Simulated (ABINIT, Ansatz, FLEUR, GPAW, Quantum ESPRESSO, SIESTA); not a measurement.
Code comparison for Hf2Hg (I4/mmm, 3 atoms in the cell)

Self-consistent single point.

```
Hf2Hg
1.0
   -1.65105     1.65105     5.75282
    1.65105    -1.65105     5.75282
    1.65105     1.65105    -5.75282
Hf Hg
2 1
Direct
  0.66573   0.66573   0.00000
  0.33427   0.33427   0.00000
  0.00000   0.00000   0.00000
```

All programs got the same cell, k-point mesh and kind of occupations (in Ansatz's words: kpoints.mp_grid.grid = 10 10 10; scf.occupations.method = gaussian; scf.occupations.width = 0.05 eV); potentials, basis and cutoffs are each program's usual ones.

```
code                                                                                                                                 model  pressure (GPa)  largest force (eV/Å)  k-points           cutoff
----------------  ------------------------------------------------------------------------------------------------------------------------  --------------  --------------------  --------  ---------------
GPAW                                                                         LDA (Perdew-Wang 92), GPAW PAW datasets LDA (gpaw-data 1.0.1)           -2.98                 0.047       102           600 eV
Ansatz                                                                                         LDA (PW92), default PAW files made with PBE           -3.36                 0.009       102          default
FLEUR                                                         LDA (Perdew-Zunger), all-electron FLAPW (FLEUR), scalar-relativistic valence               –                 0.007       102  Kmax 3.8 1/bohr
SIESTA            LDA PW92, numerical atomic orbitals DZP, PseudoDojo LDA standard norm-conserving potentials (rewritten from UPF to PSML)           -7.53                 0.102       560      grid 400 Ry
Quantum ESPRESSO                                                                       LDA (PZ), GBRV 1.5 ultrasoft (LDA) pseudopotentials           -3.67                 0.013       102            40 Ry
ABINIT                                                     LDA (PW92), norm-conserving pseudopotentials (PseudoDojo nc-sr-04 LDA standard)           -4.75                 0.017       102            60 Ry
```

A dash marks a value that a program does not give, or that is left out as unsure.

The spread over the programs that give each value: pressure within 4.55 GPa; largest force within 0.095 eV/Å.

The starting cell comes from a database of computed structures (which also holds hypothetical and non-ambient phases and stackings), without a prior relaxation at this level. Its lattice was rescaled by a random factor within 2.5 % of one. On Ansatz's run: Spin-orbit coupling is off. In the base run, with a pressure of about -3 GPa the cell is away from its equilibrium volume at this level.

Why do the programs differ, and what cannot be compared?

Differences of this kind can come from the potentials, where these differ, and from what each basis and cutoff leave unconverged. The valence holds different numbers of electrons (GPAW 42, Ansatz (a quantum-chemistry and plane-wave program) 72, FLEUR 70, SIESTA 44, Quantum ESPRESSO 36, ABINIT 44). The zero of total energies and Fermi levels follows the potentials and each program's conventions, so they are not compared here. SIESTA uses small atom-centred bases, whose incompleteness enters pressures, forces and empty levels differently from a plane-wave cutoff. FLEUR treats all electrons, but the usual bases taken here (sphere radii, linearisation, local orbitals, empty states) were not tested for convergence, so the values are no reference for the others. Ansatz's pressure is given at a fixed set of plane waves, as the other plane-wave codes print theirs; with its correction for the finite basis it is -3.33 GPa. The same LDA comes in different parametrisations, which differ slightly. The programs reduce the same mesh by symmetry to different extents, which changes the work and not the result. In the pressure, SIESTA (by 4.01) and ABINIT (by 1.23) lie more than 1 GPa from the median of the plane-wave programs. In the force vectors, SIESTA (by 0.115) lies more than 0.08 eV/Å from the median of the plane-wave programs.

Left out of this page: Elk (not drawn, or without a comparable value).

Keys are those of Ansatz 0.2.
